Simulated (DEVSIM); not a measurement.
System: abrupt Si p-n junction, at 300 K.

| layer (left to right) | material | thickness (μm) | Nd (cm⁻³) | Na (cm⁻³) | τn (s) | τp (s) |
|---|---|---|---|---|---|---|
| 1 | Si | 16.0 | - | 3.1e18 | 6.1e-6 | 6.1e-6 |
| 2 | Si | 20.0 | 1.2e16 | - | 6.1e-6 | 6.1e-6 |

Left contact: ohmic. Right contact: ohmic. Voltage is applied to the left contact. Recombination: SRH at mid-gap, radiative. Mobility is μmin + (μ − μmin)/(1 + (N/Nref)^α).

The device is made up for the run: typed textbook-type constants, with dimensions and the other settings drawn at random. Values at 300 K.

| parameter | Si |
|---|---|
| gap (eV) | 1.124 |
| affinity (eV) | 4.05 |
| permittivity | 11.7 |
| Nc (cm⁻³) | 2.86e19 |
| Nv (cm⁻³) | 3.1e19 |
| μn (cm²/Vs) | 1417 |
| μp (cm²/Vs) | 470 |
| μn,min | 52 |
| μp,min | 45 |
| Nref,n | 9.7e16 |
| Nref,p | 2.2e17 |
| αn | 0.68 |
| αp | 0.72 |
| B (cm³/s) | 4.7e-15 |

Model (solved in DEVSIM): 1D drift-diffusion, Boltzmann statistics, complete ionisation; no tunnelling, impact ionisation, image-force lowering or self-heating.

Tabulate band edges, carrier densities and field at 0.9 V on the left contact.

Energies count from the Fermi level of the right contact; mesh points crowd at the junctions.

```
x (μm)   Ec (eV)  Ev (eV)  n (cm⁻³)  p (cm⁻³)  field (V/cm)
-------  -------  -------  --------  --------  ------------
0.000      0.164   -0.960     < 1e2    3.1e18           ≈ 0
0.04252    0.165   -0.959    8.8e13    3.1e18           ≈ 0
0.1678     0.165   -0.959    3.5e14    3.1e18           ≈ 0
0.5066     0.165   -0.959    1.0e15    3.1e18           ≈ 0
2.093      0.166   -0.958    4.2e15    3.1e18           ≈ 0
5.832      0.170   -0.954    1.1e16    3.1e18           ≈ 0
12.17      0.176   -0.948    2.1e16    3.1e18           ≈ 0
15.06      0.179   -0.945    2.4e16    3.1e18           ≈ 0
15.68      0.179   -0.945    2.5e16    3.1e18           ≈ 0
15.90      0.179   -0.945    2.5e16    3.1e18           ≈ 0
15.98      0.179   -0.945    2.5e16    3.1e18           -18
16.03      0.117   -1.007    2.9e17    2.8e17          -380
16.12      0.117   -1.007    2.9e17    2.7e17            12
16.38      0.117   -1.007    2.8e17    2.7e17            12
17.57      0.119   -1.005    2.7e17    2.6e17            13
20.57      0.123   -1.001    2.3e17    2.2e17            15
27.85      0.138   -0.986    1.3e17    1.2e17            27
33.19      0.160   -0.964    5.8e16    4.6e16            66
35.28      0.181   -0.943    2.6e16    1.4e16           170
35.77      0.192   -0.932    1.7e16    5.2e15           310
35.93      0.198   -0.926    1.4e16    1.7e15           450
36.00      0.201   -0.923    1.2e16      9700           500
```
